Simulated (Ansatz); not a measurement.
Fluorite AuAl2 was calculated with HSE06 in Ansatz (PAW).

Run with plane-wave cutoff 460 eV, 8×8×8 k mesh, Fermi–Dirac smearing 0.05 eV, scalar-relativistic PAW data made under PBE.

Pressure at four volumes; x = ln(V/18.171 Å³). One pressure is withheld.

| V (Å³/atom) | x | P (GPa) |
|---|---|---|
| 17.213 | -0.0542 | ? |
| 17.666 | -0.0282 | 3.12 |
| 18.171 | 0.0000 | -0.30 |
| 19.025 | 0.0459 | -4.92 |

Pass a parabola P(x) through the three rows shown, estimate the bulk modulus and its pressure derivative near zero pressure, and predict the withheld pressure.

Slopes between the rows: (-0.30 − (3.12))/(0.0000 − (-0.0282)) = -121.28 and (-4.92 − (-0.30))/(0.0459 − (0.0000)) = -100.65 GPa. Their difference over the span 0.0741 is c = 20.63/0.0741 = 278.4 GPa, so P(x) = 3.12 + (-121.28)(x − (-0.0282)) + 278.4 (x − (-0.0282))(x − (0.0000)). At the middle row B = −dP/dx = −[-121.28 + 278.4 × 0.0282] = 113.4 GPa, and B′ = dB/dP = 2c/B = 4.9. At x = -0.0542 the parabola gives 6.67 GPa; the run gives 6.70 GPa. The Birch–Murnaghan fit to the energies at all volumes has B0 = 114 GPa and B′ = 5.0.

Spin–orbit coupling is not included; it can shift volumes and moduli of such heavy elements.

Ansatz is an electronic-structure program.
